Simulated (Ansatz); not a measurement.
The starting structures come from a database of crystals and need not be the phases stable at ambient conditions.

Input:

```
NaSe
1.0
    8.05149     0.00000     0.00000
    0.00000    10.76145     0.00000
    4.02575     0.00000     2.32426
Na Se
4 4
Direct
  0.00000   0.00000   0.00000
  0.00000   0.50000   0.00000
  0.66667   0.25000   0.00000
  0.33333   0.75000   0.00000
  0.66667   0.63636   0.00000
  0.33333   0.36364   0.00000
  0.33333   0.13636   0.00000
  0.66667   0.86364   0.00000
```

Space group of this cell: P6_3/mmc. The cell is taken as given.

Transport runs along the normal of the first two printed cell vectors, the (110) plane of the conventional cell.

The gap is the functional's own. No spin-orbit coupling. Mid-gap values are interpolated on the energy grid.

### Question
Predict the band gap and the smallest decay constant κ at mid-gap from r2SCAN in Ansatz (a program for electronic structure).

### Answer
Gap 0.84 eV on a 14×4×14 mesh; κ = 0.130 1/Å, at the zone centre.
